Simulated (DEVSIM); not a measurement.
Device: abrupt InP p-n junction, at 400 K.

Layer 1 from the left is InP, thickness (μm) 0.290, Na (cm⁻³) 2.1e17, τn (s) 1.3e-8, τp (s) 1.3e-8. Layer 2 from the left is InP, thickness (μm) 0.340, Nd (cm⁻³) 2.9e14, τn (s) 1.3e-8, τp (s) 1.3e-8.

Left contact: ohmic. Right contact: ohmic. Voltage is applied to the left contact. Recombination: SRH at mid-gap, radiative. Mobility is constant in doping.

This is a model device: material constants are rounded textbook-type values typed into the input, and sizes, dopings and lifetimes were drawn at random. Values at 300 K; Nc and Nv go as T^1.5, mobilities as T to minus their exponent, the gap by Varshni's rule with the affinity fixed.

InP: gap (eV) 1.344, affinity (eV) 4.38, permittivity 12.5, Nc (cm⁻³) 5.7e17, Nv (cm⁻³) 1.1e19, μn (cm²/Vs) 5200, μp (cm²/Vs) 170, T exponent of μn 2, T exponent of μp 2, B (cm³/s) 1.2e-10, Varshni α (eV/K) 0.000363, Varshni β (K) 162.

Model (solved in DEVSIM): 1D drift-diffusion, Boltzmann statistics, complete ionisation; no tunnelling, impact ionisation, image-force lowering or self-heating.

Problem. What does the simulation give for the largest field in the device at zero bias, the dark forward voltage at 1 A/cm², the dark forward voltage at 100 A/cm²?

Solution. largest field in the device at zero bias 35000 V/cm; dark forward voltage at 1 A/cm² 0.538 V; dark forward voltage at 100 A/cm² 0.777 V.
